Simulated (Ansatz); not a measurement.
# Response to strain in Cu

The reference is Cu in the fcc (Cu type) structure (space group Fm-3m, No. 225; a = 3.5184 Å; relaxed with 0.1 eV smearing).

Strains are applied to the cell and any free atomic positions relax.

Method: plane-wave PAW DFT at the LDA level (Ansatz, an electronic-structure program, 420 eV), no SOC.

Notes on the quantities. energy relative to the base: free energy F.

```json
[
 {"case": "base", "energy relative to the base": "0 meV/atom", "volume per atom": "10.89 Å³", "pressure": "0.0 GPa"},
 {"case": "isotropic strain −2.50 %", "energy relative to the base": "+40 meV/atom", "volume per atom": "10.09 Å³", "pressure": "17.3 GPa"},
 {"case": "isotropic strain −1.00 %", "energy relative to the base": "+6.0 meV/atom", "volume per atom": "10.56 Å³", "pressure": "6.1 GPa"},
 {"case": "isotropic strain −0.50 %", "energy relative to the base": "+1.5 meV/atom", "volume per atom": "10.73 Å³", "pressure": "2.9 GPa"},
 {"case": "isotropic strain +0.50 %", "energy relative to the base": "+1.4 meV/atom", "volume per atom": "11.05 Å³", "pressure": "-2.7 GPa"},
 {"case": "isotropic strain +1.00 %", "energy relative to the base": "+5.6 meV/atom", "volume per atom": "11.22 Å³", "pressure": "-5.2 GPa"},
 {"case": "isotropic strain +1.50 %", "energy relative to the base": "+12 meV/atom", "volume per atom": "11.39 Å³", "pressure": "-7.5 GPa"},
 {"case": "isotropic strain +2.00 %", "energy relative to the base": "+21 meV/atom", "volume per atom": "11.55 Å³", "pressure": "-9.7 GPa"},
 {"case": "isotropic strain +2.50 %", "energy relative to the base": "+33 meV/atom", "volume per atom": "11.73 Å³", "pressure": "-11.6 GPa"},
 {"case": "isotropic strain +3.00 %", "energy relative to the base": "+46 meV/atom", "volume per atom": "11.90 Å³", "pressure": "-13.4 GPa"}
]
```

No phonon test of stability was made. The final runs are not spin-polarised.
